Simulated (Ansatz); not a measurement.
Functionals compared on a constructed model of the (0001) surface of hcp Hf, a pseudomorphic layer of Co in the host's stacking (bottom of the slab: a bare face, its two planes held), in Ansatz (plane waves, PAW). The structure was relaxed with PBE; the other rows are single points on it. Cutoff 420 eV.

Slab: 7 atoms, 15.2 Å thick at the start; k 13x13x1, smearing 0.1 eV, dipole-corrected; 2 atoms held, the rest relaxed; start symmetry kept, larger cells not searched; spin-polarised, ending with about 1.1 μB a cell; orders that need a larger cell were not tried, no spin-orbit, no U. It is one candidate, not shown to be the stable structure of the face. These notes are the PBE run's.

```csv
functional,work function of the top face (eV),magnetic moment of the cell (μB),rough cost of the single point
PBE,4.08,1.14,–
RPBE,3.90,1.09,around 6 core-minutes (rough)
```

Ansatz is an electronic-structure program.
